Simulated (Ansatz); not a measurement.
**InSb: point defects**

Take an 8-atom supercell of InSb in the zinc blende structure (space group F-43m, No. 216; a = 6.519 Å) at its relaxed geometry as the base.

One neutral defect a cell, atoms relaxed at fixed cell.

Level of theory: DFT with PBEsol, PAW potentials and a 420 eV plane-wave cutoff in Ansatz (a program for electronic structure), scalar-relativistic without spin-orbit coupling.

| case | pressure | largest displacement of a host atom from its site in the perfect cell |
|---|---|---|
| perfect supercell | 0.0 GPa | – |
| In vacancy | -2.3 GPa | 0.87 Å |
| Sb interstitial (started 2.66 Å from the nearest host atom), symmetric start | 5.9 GPa | 0.37 Å |
| Sn on a In site | 1.5 GPa | 0.04 Å |
| Li interstitial (started 2.66 Å from the nearest host atom) | 2.4 GPa | 0.03 Å |
| Al on a Sb site | -1.0 GPa | 0.08 Å |

The cell is small, so the values are those of an ordered compound at a high defect concentration; dilute-limit values will differ. Defects with a symmetric start kept the site's symmetry and may sit on a saddle; the others started slightly shaken. The final runs are not spin-polarised.
